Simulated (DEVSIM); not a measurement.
Structure: abrupt Si n-p junction, at 300 K.

Layer 1 from the left is Si, thickness (μm) 1.00, Nd (cm⁻³) 2.4e18, τn (s) 7.4e-6, τp (s) 7.4e-6. Layer 2 from the left is Si, thickness (μm) 190, Na (cm⁻³) 1.3e14, τn (s) 7.4e-6, τp (s) 7.4e-6.

Left contact: ohmic. Right contact: ohmic. Voltage is applied to the left contact. Recombination: SRH at mid-gap, radiative. Mobility is μmin + (μ − μmin)/(1 + (N/Nref)^α).

Constants are typed, rounded textbook-type inputs, not results; the design itself was drawn at random and stands for no fabricated device. Values at 300 K.

Si: gap (eV) 1.124, affinity (eV) 4.05, permittivity 11.7, Nc (cm⁻³) 2.86e19, Nv (cm⁻³) 3.1e19, μn (cm²/Vs) 1417, μp (cm²/Vs) 470, μn,min 52, μp,min 45, Nref,n 9.7e16, Nref,p 2.2e17, αn 0.68, αp 0.72, B (cm³/s) 4.7e-15.

Q: Estimate by hand the built-in potential, the peak field at zero bias, and compare with a numerical solution.

A: 
- Built-in potential: ni = √(Nc Nv) exp(−Eg/2kT) = 1.08e10 cm⁻³ with Eg = 1.124 eV; Vbi = kT/q ln(Na Nd/ni²) = 0.740 V; numerical 0.740 V.
- Peak field at zero bias: depletion approximation: W = √(2εVbi/(qN)) = 2.71 μm with N = 1.30e14 cm⁻³; field = 2Vbi/W = 5450 V/cm; numerical 84700 V/cm (estimate below by 94 %).

Model (solved in DEVSIM): 1D drift-diffusion, Boltzmann statistics, complete ionisation; no tunnelling, impact ionisation, image-force lowering or self-heating.
